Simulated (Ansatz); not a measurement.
The parent structure is BaZrO3 in the cubic perovskite structure (space group Pm-3m, No. 221; a = 4.2272 Å).

All numbers come from PBE in Ansatz (plane waves to 420 eV, PAW, no spin-orbit coupling).

Strains are applied to the cell and any free atomic positions relax.

One change was made to it. Results:

```tsv
quantity	base	after
gap character	indirect, R → Γ	indirect, R → Γ
band gap	3.18 eV	3.00 eV
```

Question: Which of these changes matches the shifts?
A. isotropic strain +1.20 %
B. isotropic strain +1.80 %
C. isotropic strain +2.40 %

Answer: C, isotropic strain +2.40 %. For comparison, the band gap in the other runs: isotropic strain +1.20 % gives 3.09 eV; isotropic strain +1.80 % gives 3.05 eV.

Whether these cells are dynamically stable was not tested.

Ansatz is a first-principles code.
